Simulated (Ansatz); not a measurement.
The parent structure is BAs in the zinc blende structure (space group F-43m, No. 216; a = 4.732 Å). Axes: x, y, z lie along the cube axes.

The values are results of DFT with LDA, PAW potentials and a 420 eV plane-wave cutoff in Ansatz (a quantum-chemistry and plane-wave program), spin-orbit coupling left out, not measurements.

Base values:

```
Quantity              Result
-------------------  -------
Band gap             1.11 eV
Smallest direct gap  3.29 eV
```

Modification: tensor shear ε_xy = +2.00 % (engineering shear γ = 0.0400), atoms relaxed at fixed cell.

Problem. Predict the new band gap.

Solution. The band gap falls by 0.36 eV (1.11 eV → 0.75 eV).

Problem. Estimate the effect on the smallest direct gap.

Solution. The smallest direct gap shrinks by 0.48 eV to 2.81 eV.

The cells carry an imposed strain or load. No phonon test of stability was made.
